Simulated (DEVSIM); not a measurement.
System: Au/SiON/SiO2/p-Si capacitor, at 300 K.

```tsv
layer (left to right)	material	thickness (nm)	Na (cm⁻³)
1	SiON	13.0	-
2	SiO2	0.780	-
3	Si	450	1.6e18
```

Metal gate on the left, work function 5.1 eV. Fixed charge at the semiconductor interface 0 cm⁻² (in units of +e); no interface traps.

The device is made up for the run: typed textbook-type constants, with dimensions and the other settings drawn at random. Values at 300 K.

```tsv
parameter	SiON	SiO2	Si
gap (eV)	7	9	1.124
affinity (eV)	1.4	0.9	4.05
permittivity	5.5	3.9	11.7
Nc (cm⁻³)	-	-	2.86e19
Nv (cm⁻³)	-	-	3.1e19
```

Model (solved in DEVSIM): 1D Poisson equation in equilibrium, Boltzmann statistics, complete ionisation; no quantum confinement or tunnelling. Metal contacts follow the ideal Schottky-Mott rule: no Fermi-level pinning, no interface dipoles.

The substrate doping was swept, all else fixed.

```
substrate doping (cm^-3)  minimum of the low-frequency capacitance (μF/cm²)  flat-band voltage (V)
------------------------  -------------------------------------------------  ---------------------
8e16                                                                 0.0776                   0.08
1.6e17                                                               0.0987                   0.06
3.2e17                                                                0.123                   0.04
8e17                                                             (withheld)                   0.02
1.6e18                                                                0.186                   0.00
3.2e18                                                                0.214                  -0.02
```

**Question.** Some entries are withheld; supply them.

**Answer.** 
- 8e17, minimum of the low-frequency capacitance (μF/cm²): 0.158
